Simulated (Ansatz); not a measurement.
**NbSi2, pressure series**

Consider NbSi2 (space group P6_222, No. 180; a = 4.810 Å, c = 6.618 Å).

Cell and atoms are relaxed at each pressure.

Computed with Kohn–Sham DFT with the PBE functional, run in Ansatz (an electronic-structure program) with PAW and 420 eV plane waves, no spin-orbit coupling.

Two rows of this table had their results exchanged by mistake.

| pressure | volume per atom (Å³) | shortest distance (Å) | band gap |
|---|---|---|---|
| pressure −2 GPa | 14.91 | 2.583 | zero |
| pressure −1 GPa | 14.82 | 2.579 | zero |
| pressure 0.9 GPa | 13.69 | 2.520 | zero |
| pressure 2.1 GPa | 14.57 | 2.566 | zero |
| pressure 4.5 GPa | 14.38 | 2.557 | zero |
| pressure 9 GPa | 14.06 | 2.540 | zero |
| pressure 15 GPa | 14.66 | 2.571 | zero |
| pressure 22.5 GPa | 13.29 | 2.498 | zero |
| pressure 30 GPa | 12.94 | 2.479 | zero |

Q: Which two?

A: The rows for pressure 0.9 GPa and pressure 15 GPa: the volume has to fall steadily with pressure, so 14.66 Å³ belongs to pressure 0.9 GPa and 13.69 Å³ to pressure 15 GPa.

Load acts through the strain it causes; cell and atoms are relaxed under it. Whether these cells are dynamically stable was not tested. Competing high-pressure phases were not computed. All final runs are without spin polarisation. An odd electron count without spin: NbSi2.
